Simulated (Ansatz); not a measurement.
Si on the N site (Si_N) in metastable zinc-blende AlN: one set of geometries, relaxed with PBE, evaluated in Ansatz (PAW, plane waves to 420 eV, 500 eV under r2SCAN) with PBE, r2SCAN.

Cell and caveats: 64-site cell; 2×2×2 shifted k-points; start: the N site; charged states image-corrected; energies good to tenths of an eV.

```csv
quantity,PBE,r2SCAN
host gap (eV),3.31,3.92
ε(+1/0) above the VBM (eV),1.52,1.74
ε(0/−1) above the VBM (eV),2.18,2.47
largest moment on one atom at charge +1 (μB),0.40,0.43
"neutral formation energy against N2 molecule in a box, silicon (eV)",8.35,8.81
largest moment on one atom at charge 0 (μB),0.19,0.20
```

PBE narrows the gap by 0.61 eV against r2SCAN, the highest level run, and puts the levels 0.26 eV lower above the valence-band maximum on average.

Ansatz is a program for electronic structure.
